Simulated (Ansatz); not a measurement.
Start from GaN in the zinc blende structure (space group F-43m, No. 216; a = 4.4982 Å). Axes: x, y, z lie along the cube axes.

All numbers come from DFT with r2SCAN, PAW potentials and a 500 eV plane-wave cutoff in Ansatz (an electronic-structure program), scalar-relativistic without spin-orbit coupling, earlier PAW set.

A first run, uniaxial strain ε_zz = −1.02 %, gives secant values C11 ≈ 290 GPa and C12 ≈ 160 GPa from its stress. A second run applies isotropic strain −2.10 %.

Question: What does linear elasticity predict for the bulk modulus −ΔP/(ΔV/V₀) in the second run, and what does the run give?

Answer: Linear elasticity: (C11 + 2 C12)/3 = 200 GPa. The run gives 230 GPa; any difference comes from nonlinear terms at these strains and numerical noise.

No phonon test of stability was made. This is not the structure that GaN has at room temperature and ambient pressure.
